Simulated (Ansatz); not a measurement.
Consider LiTaO3 (space group R3c, No. 161; a = 5.191 Å, c = 13.914 Å (hexagonal axes)).

Computed with PBE in Ansatz (plane waves to 420 eV, PAW, no SOC), earlier PAW set.

For the base:

- Volume per atom: 10.82 Å³

The change: a hydrostatic pressure of 0.3 GPa.

**Question.** How does this affect the volume per atom?

**Answer.** The volume per atom decreases by 0.026 Å³ (10.82 Å³ → 10.80 Å³).

Load acts through the strain it causes; cell and atoms are relaxed under it. No phonon test of stability was made.

Ansatz is an electronic-structure program.
